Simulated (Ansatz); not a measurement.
## A computed series for Cu3N: response to strain

The reference is Cu$_{3}$N (space group Pm-3m, No. 221).

```xyz
4
Lattice="3.8269 0.0000 0.0000 0.0000 3.8269 0.0000 0.0000 0.0000 3.8269" Properties=species:S:1:pos:R:3 pbc="T T T"
N      0.0000     0.0000     0.0000
Cu     1.9134     0.0000     0.0000
Cu     0.0000     0.0000     1.9134
Cu     0.0000     1.9134     0.0000
```

Cartesian axes are those of the cell as printed.

Strains are applied to the cell and any free atomic positions relax; under biaxial strain the out-of-plane vector relaxes too; under stress the whole cell relaxes.

All numbers come from PBE (Ansatz, an electronic-structure program; PAW; 420 eV plane waves; spin-orbit coupling left out).

| change | gap character | band gap | smallest direct gap |
|---|---|---|---|
| base | indirect, R → M | 0.22 eV | 0.75 eV |
| biaxial strain −0.41 %, plane normal [001], relaxed out of plane | indirect, A → R | 0.20 eV | 0.72 eV |
| biaxial strain +1.36 %, plane normal [110], relaxed out of plane | indirect, T → R | 0.19 eV | 0.68 eV |
| biaxial strain +4.80 %, plane normal [111], relaxed out of plane | – | zero | – |
| isotropic strain −4.74 % | – | zero | – |
| isotropic strain +0.96 % | indirect, R → M | 0.32 eV | 0.83 eV |
| uniaxial strain ε_xx = +2.20 % | indirect, A → R | 0.29 eV | 0.76 eV |
| uniaxial strain ε_xx = +3.31 % | indirect, A → R | 0.32 eV | 0.77 eV |
| uniaxial strain ε_xx = +5.89 % | indirect, A → R | 0.38 eV | 0.77 eV |
| uniaxial stress, 3 GPa tension along z | indirect, A → R | 0.25 eV | 0.74 eV |

A case with no gap was solved on a k-mesh chosen for an insulator, which is coarse for it. Stability under load was not tested beyond the relaxation. All final runs are without spin polarisation. Gaps under 0.05 eV, about the width of the smearing, are given as zero. A zero or small gap of Cu3N can be the functional's error rather than a property of the material. k-point labels follow each cell's own Brillouin zone.
